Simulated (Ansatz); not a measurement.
System: LiSrH3 (model structure, started from the BaLiH3 type, Pm-3m, No. 221, 5 atoms in the cell). Method: PBE+SOC (Ansatz, a program for electronic structure, plane waves, PAW).

Settings: plane-wave cutoff 520 eV, 10×10×10 k mesh, Fermi–Dirac smearing 0.01 eV, PAW data made under PBE.

Cell (relaxed with PBEsol):

```cif
data_H3LiSr
_chemical_formula_sum 'Sr1 Li1 H3'
_space_group_name_H-M_alt 'P 1'
_space_group_IT_number 1
_cell_length_a 3.75239
_cell_length_b 3.75239
_cell_length_c 3.75239
_cell_angle_alpha 90.000
_cell_angle_beta 90.000
_cell_angle_gamma 90.000
loop_
_space_group_symop_operation_xyz
  'x, y, z'
loop_
_atom_site_label
_atom_site_type_symbol
_atom_site_fract_x
_atom_site_fract_y
_atom_site_fract_z
_atom_site_occupancy
Sr1 Sr 0.00000 0.00000 0.00000 1
Li1 Li 0.50000 0.50000 0.50000 1
H1 H 0.50000 0.00000 0.50000 1
H2 H 0.00000 0.50000 0.50000 1
H3 H 0.50000 0.50000 0.00000 1
```

**Question.** What does this level give for the band gap, smallest direct gap on the k points sampled and Γ–Γ gap?

**Answer.** 
- band gap = 1.88 eV (indirect)
- smallest direct gap on the k points sampled = 2.90 eV
- Γ–Γ gap = 6.86 eV

Note: the relaxation could raise the start's symmetry but not lower it, so the cell can be a saddle point; cell and atoms aren't relaxed at this level (pressure 1.9 GPa).

Computed values are for the static lattice.

A model structure was made by putting elements into a prototype or built by hand; it is no filed structure, need not be a known phase, and can be a saddle point held by its symmetry.
